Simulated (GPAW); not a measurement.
## Convergence test for Be2Re (P6_3/mmc, 12 atoms in the cell)

```
CELL_PARAMETERS angstrom
      4.44935     0.00000     0.00000
     -2.22467     3.85325     0.00000
      0.00000     0.00000     7.26588
ATOMIC_POSITIONS crystal
  Be 0.00000 0.00000 0.00000
  Be 0.00000 0.00000 0.50000
  Be 0.83103 0.66207 0.25000
  Be 0.16897 0.33793 0.75000
  Be 0.16897 0.83103 0.75000
  Be 0.83103 0.16897 0.25000
  Be 0.33793 0.16897 0.25000
  Be 0.66207 0.83103 0.75000
  Re 0.33333 0.66667 0.06118
  Re 0.66667 0.33333 0.93882
  Re 0.66667 0.33333 0.56118
  Re 0.33333 0.66667 0.43882
```

Computed with LDA (Perdew-Wang 92), GPAW PAW datasets LDA (gpaw-data 1.0.1) (plane waves; GPAW 25.7.0).

The starting cell comes from a database of computed structures (which also holds hypothetical and non-ambient phases and stackings), without a prior relaxation at this level. Its lattice was rescaled by a random factor within 2.5 % of one. Spin polarisation is off. In the base run, with a pressure of about -21 GPa the cell is away from its equilibrium volume at this level. Without a gap this mesh is coarse (it stands for a supercell whose shortest vector is 15 Å).

Held fixed: mode = pw; ecut = 850 eV; xc = LDA; mesh shift (steps) = 0.5 0.5 0.5; occupations.name = methfessel-paxton; occupations.width = 0.272 eV; occupations.order = 1; nbands = -20; convergence.forces = 0.001 eV/Å; symmetry.symmorphic = false; symmetry.tolerance = 0.0005; maxiter = 150.

ΔF is the free energy per atom less that of the last row (7 7 4).

```tsv
kpts	ΔF (meV/atom)	pressure (GPa)	largest force (eV/Å)	k-points	plane waves
1 1 1	140.8	-15.10	2.242	1	6996
2 2 1	42.1	-19.71	0.380	2	7012
3 3 2	0.64	-20.50	0.217	4	7033
4 4 2	1.09	-20.53	0.072	6	7040
5 5 2	0.27	-20.54	0.138	9	7037
5 5 3	-1.94	-20.46	0.144	18	7040
7 7 4	0.00	-20.43	0.093	32	7044
```

Energy within 5 meV/atom of the last row: from kpts = 3 3 2 on; the one before it is off by 42 meV/atom.

Pressure within 1 GPa of the last row: from kpts = 2 2 1 on; the one before it is off by 5.3 GPa. The value it settles on is -20.4 GPa at this level of theory and with the other settings as held.
